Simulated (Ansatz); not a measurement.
Base system: SrHfO3 in the cubic perovskite structure (space group Pm-3m, No. 221; a = 4.106 Å).

Modification: a negative pressure, −1 GPa.

Levels (all Ansatz, a first-principles code, PAW, earlier PAW set): PBEsol (420 eV, no SOC); HSE06 (420 eV, without spin-orbit coupling); PBEsol+SOC (600 eV, spin-orbit coupling included).

One geometry, relaxed with PBEsol, under each level:

Notes on the quantities. electron mass: degenerate bands, along [100]; hole mass: degenerate bands, along [100].

| level | band gap | lowest conduction level above the VBM at special points | electron mass | hole mass |
|---|---|---|---|---|
| PBEsol | 3.71 eV | Γ 3.71 eV; X 4.28 eV; R 6.18 eV | – | – |
| HSE06 | (withheld) | (withheld) | – | – |
| PBEsol+SOC | 3.63 eV | Γ 3.63 eV; X 4.27 eV; R 6.13 eV; M 6.40 eV | 0.33, 0.76 mₑ (at Γ) | 0.89, 2.3 mₑ (at R) |

Give the withheld HSE06 results.


- HSE06, band gap: 5.37 eV
- HSE06, lowest conduction level above the VBM at special points: Γ 5.37 eV; X 5.98 eV; R 7.89 eV

Single points use the geometry relaxed with PBEsol. Their cutoffs differ, which shifts pressures a little. HSE06 was sampled on its mesh, a few special points and the semilocal edge points, so its gap is an upper bound. Differences between runs with and without spin-orbit coupling are approximate. With Hf present, leaving out spin-orbit coupling can change the band edges. Load acts through the strain it causes; cell and atoms are relaxed under it. Masses are band curvatures over ±0.01 Å⁻¹ around the edge. Whether these cells are dynamically stable was not tested. Many cubic perovskites are stable only at high temperature; tilts and polar distortions were not tested.
